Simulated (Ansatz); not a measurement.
The parent structure is P in the black-P type structure (space group Cmce, No. 64; a = 3.302 Å, b = 10.691 Å, c = 4.467 Å; layered, stacked along the Cartesian y axis).

Structures relaxed with r2SCAN+rVV10, PAW, 500 eV (Ansatz, an electronic-structure program; spin-orbit coupling left out).

Base:

Simulated powder pattern, Cu Kα, λ = 1.54184 Å (kinematic, ideal powder, no thermal factors, no anomalous dispersion; the 10 strongest lines at most, above 2 %, up to 2θ = 90°):

```csv
2θ (°),I/Imax (%),hkl
16.58,40,(020)
26.00,56,(021)
33.53,36,(040)
34.81,100,(111)
50.04,17,(112)
55.15,36,(151)
55.67,12,(200)
56.01,33,(132)
65.03,13,(023)
81.77,11,(172)
```

Modification: every P is replaced by In, then cell and atoms are relaxed.

After the change:

Simulated powder pattern, Cu Kα, λ = 1.54184 Å (kinematic, ideal powder, no thermal factors, no anomalous dispersion; the 10 strongest lines at most, above 2 %, up to 2θ = 90°):

| 2θ (°) | I/Imax (%) | hkl |
|---|---|---|
| 30.72 | 64 | (004) |
| 31.95 | 59 | (020) |
| 33.12 | 100 | (111) |
| 39.89 | 75 | (113) |
| 44.92 | 44 | (024) |
| 51.18 | 21 | (115) |
| 57.69 | 20 | (131) |
| 62.34 | 19 | (133) |
| 65.39 | 20 | (117) |
| 75.84 | 18 | (224) |

The indices refer to each structure's own conventional cell; one index is shown for lines that coincide. The space group is now Fmmm (No. 69).

Whether these cells are dynamically stable was not tested. As relaxed here, In is a hypothetical phase, not in the database extracts checked.
